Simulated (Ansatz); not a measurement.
The starting structures come from a database of crystals and need not be the phases stable at ambient conditions.

Inside the gap of an insulator the Bloch states are evanescent, with a wavenumber k + iκ along the transport direction.

Data:

```xyz
10
Lattice="5.6765 0.0000 0.0000 0.0000 5.6765 0.0000 2.8382 -2.8382 4.1263" Properties=species:S:1:pos:R:3 pbc="T T T"
Sr     2.8382     0.0000     2.0631
Sr     5.6765     2.8382     2.0631
Ta     2.8382     2.8382     0.0000
Ta     0.0000     0.0000     0.0000
N      2.8382     2.8382     2.0631
N      5.6765     0.0000     2.0631
O      1.1661     1.6721     0.0000
O      4.5104     4.0044     0.0000
O      4.0044     1.1661     0.0000
O      1.6721     4.5104     0.0000
```

Space group of this cell: I4/mcm. The cell is taken as given; by PBEsol its mean pressure is -6.7 GPa.

Transport runs along the normal of the first two printed cell vectors, the (001) plane of the conventional cell.

The gap is the functional's own. No spin-orbit coupling. Mid-gap values are interpolated on the energy grid.

Problem. State the band gap and the smallest decay constant κ at mid-gap according to Ansatz (a first-principles code) with PBEsol.

Solution. Gap 0.73 eV on a 8×8×8 mesh; κ = 0.114 1/Å, at the zone centre.
